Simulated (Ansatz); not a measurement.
## Effect of uniaxial strain ε_zz = −4.96 % on Ag

The parent structure is Ag in the fcc (Cu type) structure (space group Fm-3m, No. 225; a = 4.054 Å; relaxed with 0.1 eV smearing). Axes: x, y, z lie along the cube axes.

Now apply this change: the cell is compressed by 4.96 % along z with no lateral relaxation, atoms relaxed at fixed cell.

The values are results of PBEsol/PAW in Ansatz (a first-principles code), no SOC, not measurements. Γ-centred 28×28×28 mesh, Fermi–Dirac width 0.1 eV.

```tsv
quantity	base	changed	shift
volume per atom	16.65 Å³	15.83 Å³	-0.826 Å³
space group	Fm-3m (No. 225)	I4/mmm (No. 139)	–
energy relative to the base (free energy F)	0 meV/atom	+21 meV/atom	+21 meV/atom
pressure (mean of the normal stresses, compression positive)	0.0 GPa	7.1 GPa	+7.1 GPa
band gap	zero	zero	–
stress (xx, yy, zz, yz, xz, xy; compression positive)	–	(6.5, 6.5, 8.4, 0.0, 0.0, 0.0) GPa	–
```

Final structure:

```
CELL_PARAMETERS angstrom
      0.00000     2.02691     1.92638
      2.02691     0.00000     1.92638
      2.02691     2.02691     0.00000
ATOMIC_POSITIONS crystal
  Ag 0.00000 0.00000 0.00000
```

Cost of the whole job for the changed cell (relaxation, final SCF and bands): around 17 core-seconds (rough).

Stability against distortions was not tested.
